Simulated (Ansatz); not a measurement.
Take SiO2 (space group P3_121, No. 152; a = 4.921 Å, c = 5.417 Å) as the base.

Structures relaxed with r2SCAN (Ansatz, a quantum-chemistry and plane-wave program, PAW, no spin-orbit coupling).

Base:

Simulated powder pattern, Cu Kα1, λ = 1.54056 Å (kinematic, ideal powder, no thermal factors, no anomalous dispersion; the 8 strongest lines at most, above 2 %, up to 2θ = 90°):

| 2θ (°) | I/Imax (%) | hkl |
|---|---|---|
| 20.82 | 20 | (100) |
| 26.59 | 100 | (101) |
| 36.48 | 7.7 | (110) |
| 39.38 | 7.8 | (012) |
| 50.04 | 13 | (112) |
| 59.85 | 10 | (211) |
| 67.61 | 6.6 | (212) |
| 67.99 | 7.7 | (023) |

It is then changed as follows: Te takes the place of O on all its sites; the structure is relaxed again.

After the change:

Simulated powder pattern, Cu Kα1, λ = 1.54056 Å (kinematic, ideal powder, no thermal factors, no anomalous dispersion; the 8 strongest lines at most, above 2 %, up to 2θ = 90°):

```
2θ (°)  I/Imax (%)    hkl
------  ----------  -----
27.05          100  (110)
27.21           92  (102)
38.75           39  (022)
47.79           18  (300)
47.89           41  (212)
48.19           21  (014)
63.15           13  (132)
63.40           13  (124)
```

The indices refer to each structure's own conventional cell; one index is shown for lines that coincide.

Whether these cells are dynamically stable was not tested. As relaxed here, SiTe2 is a hypothetical phase, not in the database extracts checked.
